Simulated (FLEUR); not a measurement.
Band structure of TiIn (P4/mmm, 2 atoms in the cell).

```xyz
2
Lattice="2.9635 0.0000 0.0000 0.0000 2.9635 0.0000 0.0000 0.0000 4.2393" Properties=species:S:1:pos:R:3 pbc="T T T"
Ti     1.4818     1.4818     2.1197
In     0.0000     0.0000     0.0000
```

Method: FLEUR with PBEsol, all-electron FLAPW (FLEUR), scalar-relativistic valence.

Settings: Kmax = 4.5 1/bohr; GmaxXC = 22.5 1/bohr; xcFunctional = PBEs; jspins = 1; l_soc = F; mode = hist; fermiSmearingEnergy = 0.00367493 Htr; mesh (inpgen div1-3) = 15 15 10; inpgen gamma flag = true; Gmax = 22.5 1/bohr; numbands = 0; maxIterBroyd = 15; imix = Anderson; alpha = 0.05.

The starting cell comes from a database of computed structures (which also holds hypothetical and non-ambient phases and stackings), without a prior relaxation at this level. Its lattice was rescaled by a random factor within 2.5 % of one. Spin polarisation is off. Values depend on the basis (sphere radii, cutoffs, local orbitals), which need not be converged.

Levels in eV from the Fermi level, bands 13 to 20:
```tsv
point	13	14	15	16	17	18	19	20
Γ	-14.05	-9.67	-1.42	-0.76	-0.69	1.81	1.81	2.67
X	-14.04	-5.18	-4.76	-1.75	-0.46	1.30	1.90	3.59
M	-13.75	-3.12	-0.94	-0.94	0.24	0.24	0.29	3.47
Z	-14.05	-8.34	-5.41	-0.74	0.29	1.28	1.28	2.65
R	-14.00	-5.25	-3.28	-1.58	-0.90	1.26	1.51	1.90
A	-13.75	-2.41	-2.39	-2.39	0.51	1.46	3.47	4.23
```
